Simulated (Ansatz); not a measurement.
The starting structures come from a database of crystals and need not be the phases stable at ambient conditions.

By PBEsol, the system below comes out a metal.

```
CELL_PARAMETERS angstrom
      3.07949     0.00000     0.00000
      0.00000     3.07949     0.00000
      0.00000     0.00000     3.07949
ATOMIC_POSITIONS crystal
  Zn 0.50000 0.50000 0.50000
  Ag 0.00000 0.00000 0.00000
```

Space group of this cell: Pm-3m, CsCl type. The cell is strained (all lengths scaled by 0.98); by PBEsol its mean pressure is 4.7 GPa.

The current flows along the normal of the first two printed cell vectors, the (001) plane of the conventional cell. No spin-orbit coupling; the value is a mean over 0.1 eV about the Fermi level.

**Question.** Compute, with PBEsol (Ansatz, a program for electronic structure), the ballistic conductance per area.

**Answer.** 0.97 × 10¹⁵ S/m² for both spins.
